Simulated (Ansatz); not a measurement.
We consider rock-salt NaH, described by r²SCAN0 in Ansatz (plane waves, PAW).

Numerical settings: plane-wave cutoff 520 eV, 10×10×10 k mesh, Fermi–Dirac smearing 0.01 eV, scalar-relativistic PAW data made under PBE.

The cell is scaled about its equilibrium volume:

| V (Å³/atom) | P (GPa) | direct gap at Γ (eV) | smallest gap on the k mesh (eV) |
|---|---|---|---|
| 12.981 | 1.41 | 18.379 | 6.104 |
| 13.323 | 0.67 | 18.032 | 6.046 |
| 13.664 | 0.01 | 17.701 | 5.989 |
| 13.823 | -0.28 | 17.551 | 5.964 |
| 14.006 | -0.58 | 17.382 | 5.936 |
| 14.348 | -1.10 | 17.076 | 5.884 |

The fundamental gap (5.97 eV at the equilibrium volume, with added k points) lies elsewhere than Γ–Γ.

Ansatz is a first-principles code.
